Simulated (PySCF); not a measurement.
PySCF 2.14.0, HF/def2-tzvp, df: Ta(O)(Cl)2(OH) ([O]=[Ta]([OH])([Cl])[Cl]), 6 atoms. The geometry is a generated start, not checked to be a minimum at this level.

```yaml
task: energy
method: hf
basis: def2-tzvp
two_electron_scheme: density fitting
mol.max_memory: 3000 MB
mf.max_cycle: 100
mf.DIIS: CDIIS (default)
mf.conv_tol: 1e-09 (default)
effective_core_potentials: those of the basis set, past Kr
basis_functions: 182
```

```xyz
6

Ta     0.2606    -0.1813    -0.0807
O      1.5508     0.2590    -1.0998
Cl     1.2369    -0.9405     1.7658
Cl    -0.5189    -2.0847    -0.9284
O     -1.0276     1.0580     0.2010
H     -1.5018     1.8895     0.1421
```

Charge 0 and multiplicity 1 are set for this test and not shown to be the ground state.

With the defaults (mf.diis = true, mf.init_guess = minao, mf.diis_space = 8, mf.level_shift = 0, mf.damp = 0, mf.diis_start_cycle = 1, newton = off, mf.diis_damp = 0) it converges in 15 Fock builds. One run each on 2 threads, 1 BLAS thread, with these changes:…
- mf.level_shift = 0.1 Hartree
- newton = Hessian by the SCF's own integrals
- mf.diis_damp = 0.3
- mf.init_guess = mod_huckel
- mf.damp = 0.7, mf.diis_start_cycle = 8
- mf.diis = false
- mf.init_guess = atom
- mf.init_guess = huckel
- mf.diis_space = 5

### Question
Name the settings that don't reach the solution of the defaults.

### Answer
No convergence: mf.diis = false (the run ends without SCF convergence in 100 cycles). The rest reach the solution of the defaults.

| setting | Fock builds | end |
|---|---|---|
| the defaults | 15 | same solution |
| mf.init_guess = mod_huckel | 15 | same solution |
| mf.diis_space = 5 | 15 | same solution |
| mf.level_shift = 0.1 Hartree | 15 | same solution |
| mf.init_guess = atom | 15 | same solution |
| mf.diis_damp = 0.3 | 15 | same solution |
| mf.init_guess = huckel | 16 | same solution |
| mf.damp = 0.7, mf.diis_start_cycle = 8 | 19 | same solution |
| newton = Hessian by the SCF's own integrals | 29 | same solution |
| mf.diis = false | 101 | no convergence |

Under newton the count holds the products with the orbital Hessian.
